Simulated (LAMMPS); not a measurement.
Molecular dynamics of a free-standing liquid film of CuAu, 2400 atoms, at 1380 K.

Model: classical MD, pair style eam, the elements' _u3.eam files (universal-3 set of Foiles, Baskes and Daw) (LAMMPS).

Problem. Give the number density in the middle, the surface tension, the excess potential energy of the surface as this potential yields it.

Solution. number density in the middle: 0.0622 Å⁻³; surface tension: 0.70 ± 0.02 N/m; excess potential energy of the surface: 0.85 J/m².
